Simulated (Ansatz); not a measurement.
System: Sr2Ta2O7 (Cmcm, No. 63, 22 atoms in the cell; start mp-12286). Method: LDA (plane waves, PAW; Ansatz, a first-principles code).

Run with plane-wave cutoff 520 eV, 10×10×6 k mesh (along the axes of the cell as run), Fermi–Dirac smearing 0.01 eV, scalar-relativistic PAW data made under PBE.

Cell (relaxed with PBEsol):

```xyz
22
Lattice="1.9731 -13.6294 0.0000 1.9731 13.6294 0.0000 0.0000 0.0000 5.6782" Properties=species:S:1:pos:R:3 pbc="T T T"
Sr     1.9731     5.8511     4.2586
Sr     1.9731    -5.8511     1.4195
Sr     1.9731     1.4613     1.4195
Sr     1.9731    -1.4613     4.2586
Ta     1.9731    -9.2798     1.4195
Ta     1.9731     9.2798     4.2586
Ta     1.9731   -12.1371     4.2586
Ta     1.9731    12.1371     1.4195
O      0.0000     0.0000     0.0000
O      0.0000     0.0000     2.8391
O      1.9731    -1.2735     1.4195
O      1.9731     1.2735     4.2586
O      1.9731   -10.9259     0.0517
O      1.9731    10.9259     5.6264
O      1.9731    10.9259     2.8908
O      1.9731   -10.9259     2.7874
O      1.9731    -7.9995     2.7795
O      1.9731     7.9995     2.8987
O      1.9731     7.9995     5.6186
O      1.9731    -7.9995     0.0596
O      1.9731     4.0642     1.4195
O      1.9731    -4.0642     4.2586
```

Q: Give the computed band gap.

A: 
- band gap = 2.88 eV

Note: cell and atoms aren't relaxed at this level (pressure -4.6 GPa).

Spin–orbit coupling is not included.

Static lattice: no zero-point or thermal effects.

A start named mp-… is a Materials Project structure, which need not be a measured phase.
